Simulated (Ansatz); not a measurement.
**Ge under a change: Ge → C**

Start from Ge in the diamond structure (space group Fd-3m, No. 227; a = 5.6744 Å).

Modification: full substitution Ge → C; the structure is relaxed again.

Calculations: DFT with r2SCAN, PAW potentials and a 500 eV plane-wave cutoff in Ansatz (a first-principles code), scalar-relativistic without spin-orbit coupling. Settings: 16×16×16 k-points, 0.05 eV Fermi–Dirac smearing, for the changed cell.

```json
[
 {"quantity": "volume per atom", "base": "22.84 Å³", "changed": "5.64 Å³", "shift": "-17.20 Å³"},
 {"quantity": "density", "base": "5.28 g/cm³", "changed": "3.54 g/cm³", "shift": "-1.746 g/cm³"},
 {"quantity": "lattice parameter a", "base": "10.723 bohr", "changed": "6.728 bohr", "shift": "-3.995 bohr"},
 {"quantity": "space group", "base": "Fd-3m (No. 227)", "changed": "Fd-3m (No. 227)", "shift": "–"},
 {"quantity": "shortest interatomic distance", "base": "4.643 bohr", "changed": "2.913 bohr", "shift": "-1.730 bohr"},
 {"quantity": "band gap", "base": "0.36 eV", "changed": "4.36 eV", "shift": "+4.005 eV"},
 {"quantity": "gap character", "base": "direct at Γ", "changed": "indirect, Γ → Γ–X (71 % along)", "shift": "–"},
 {"quantity": "width of the top valence band", "base": "4.01 eV", "changed": "8.75 eV", "shift": "+4.735 eV"},
 {"quantity": "electron mass", "base": "–", "changed": "1.8 mₑ along k, 0.28 mₑ across (off the special points)", "shift": "–"},
 {"quantity": "hole mass (degenerate bands, along [100])", "base": "–", "changed": "0.28, 0.28, 0.47 mₑ (at Γ)", "shift": "–"}
]
```

Final structure:

```yaml
crystal:
  lattice:
    - [0.00000, 1.78015, 1.78015]
    - [1.78015, 0.00000, 1.78015]
    - [1.78015, 1.78015, 0.00000]
  atoms:
    - { symbol: C, position: [0.00000, 0.00000, 0.00000] }
    - { symbol: C, position: [0.25000, 0.25000, 0.25000] }
```

Effective masses come from finite differences of ±0.01 Å⁻¹. Along k means along the line from Γ to the band edge. No phonon test of stability was made. The real Ge has an indirect gap at ambient pressure; r2SCAN orders its close-lying valleys differently.
